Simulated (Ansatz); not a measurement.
Band structure of SiMo3 (Pm-3n, 8 atoms in the cell).

```
CELL_PARAMETERS angstrom
      4.87063     0.00000     0.00000
      0.00000     4.87063     0.00000
      0.00000     0.00000     4.87063
ATOMIC_POSITIONS crystal
  Si 0.50000 0.50000 0.50000
  Si 0.00000 0.00000 0.00000
  Mo 0.00000 0.50000 0.25000
  Mo 0.00000 0.50000 0.75000
  Mo 0.25000 0.00000 0.50000
  Mo 0.75000 0.00000 0.50000
  Mo 0.50000 0.25000 0.00000
  Mo 0.50000 0.75000 0.00000
```

Method: PBE (plane waves, PAW; Ansatz, a quantum-chemistry and plane-wave program).

Settings: basis.ecutwfc = 30.9 Ry; kpoints.mp_grid.grid = 5 5 5; hamiltonian.xc = pbe; hamiltonian.pseudopotentials = {kind: paw} (the program's default PAW files); scf.occupations.method = gaussian; scf.occupations.width = 0.0147 Ry; kpoints.band_path.npoints = 8.

The starting cell comes from a database of computed structures (which also holds hypothetical and non-ambient phases and stackings), without a prior relaxation at this level. Its lattice was rescaled by a random factor within 2.5 % of one. Spin polarisation is off.

Levels in eV from the Fermi level, bands 42 to 49:
| point | 42 | 43 | 44 | 45 | 46 | 47 | 48 | 49 |
|---|---|---|---|---|---|---|---|---|
| Γ | -2.21 | -1.60 | -1.60 | 1.25 | 1.25 | 1.25 | 2.11 | 2.39 |
| X | -2.50 | -1.73 | -1.73 | 0.23 | 0.23 | 0.93 | 0.93 | 1.52 |
| M | -1.27 | -1.15 | -0.90 | -0.90 | -0.79 | -0.71 | -0.53 | -0.13 |
| R | -1.80 | -1.22 | -1.22 | -1.22 | -1.22 | -1.22 | -1.22 | 1.27 |

Bands cross the Fermi level along this path, so the cell is metallic at this level.

Keys are those of Ansatz 0.2.
